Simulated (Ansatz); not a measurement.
The starting structures come from a database of crystals and need not be the phases stable at ambient conditions.

 Where the default PAW files enter, the runs use the earlier of Ansatz's two default sets.

Tunnelling through a barrier is set by its complex band structure: the current falls as exp(−2κd) with the smallest κ.

Input:

```
CELL_PARAMETERS angstrom
      5.65912     0.00000     0.00000
      0.59968     7.76518     0.00000
     -2.52972     3.88259     2.67545
ATOMIC_POSITIONS crystal
  Zn 0.43186 0.71593 0.00000
  Zn 0.43186 0.21593 0.00000
  Sn 0.99632 0.99816 0.00000
  Sn 0.99632 0.49816 0.00000
  O  0.18009 0.10723 0.28567
  O  0.89442 0.39290 0.39429
  O  0.50013 0.78719 0.32004
  O  0.89442 0.89290 0.71433
  O  0.50013 0.28719 0.60571
  O  0.18009 0.60723 0.67996
```

Space group of this cell: R3c. The cell is taken as given; by PBEsol its mean pressure is -7.1 GPa.

Transport runs along the normal of the first two printed cell vectors, the (110) plane of the conventional cell.

No gap correction and no spin-orbit coupling; mid-gap values are interpolated between computed energies.

**Question.** Predict the band gap and the smallest decay constant κ at mid-gap from Ansatz (a first-principles code) with PBEsol.

**Answer.** Gap 0.99 eV on a 12×12×12 mesh; κ = 0.128 1/Å, at the zone centre.
